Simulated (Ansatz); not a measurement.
Results of r²SCAN in Ansatz (plane waves, PAW) for Be₅Au (F-43m, No. 216).

Run with plane-wave cutoff 560 eV, 16×16×16 k mesh, Fermi–Dirac smearing 0.05 eV, scalar-relativistic PAW data made under PBE.

Energies at three volumes about the minimum:

```json
[
 {"V (Å³/atom)": "9.257", "E − E_lowest (meV/atom)": "1.76"},
 {"V (Å³/atom)": "9.446", "E − E_lowest (meV/atom)": "0.00"},
 {"V (Å³/atom)": "9.635", "E − E_lowest (meV/atom)": "1.66"}
]
```

Question: Fit a parabola by hand: where is the minimum, what lattice constant follows, and what is the bulk modulus?

Answer: Slopes: (0.00 − 1.76)/(9.446 − 9.257) = -9.312 and (1.66 − 0.00)/(9.635 − 9.446) = 8.783 meV/Å³. Curvature E″ = 2 × (8.783 − (-9.312))/(9.635 − 9.257) = 95.741 meV/Å⁶. From the middle of the first interval, the slope vanishes at V0 = 9.3515 − (-9.312)/95.741 = 9.449 Å³/atom. B = V0 E″ = 9.449 × 95.741 meV/Å³ × 0.1602 GPa per meV/Å³ = 145 GPa. With 24 atoms in the cube, a = (24 × 9.449)^(1/3) = 6.098 Å. The full Birch–Murnaghan fit to all volumes gives V0 = 9.445 Å³/atom and B0 = 145 GPa.

Measured, for comparison: equilibrium volume per atom 9.46 Å³/atom (temperature not stated, no zero-point or thermal correction, from a published cell, temperature and pressure not stated; as tabulated in F. W. von Batchelder and R. F. Raeuchle, Acta Crystallographica 11, 122 (1958)). Computed less measured: equilibrium volume per atom -0.1 %. A static lattice is as a rule a little smaller and stiffer than an uncorrected measurement, which can account for part of this in the equilibrium volume per atom.

Ansatz is an electronic-structure program.
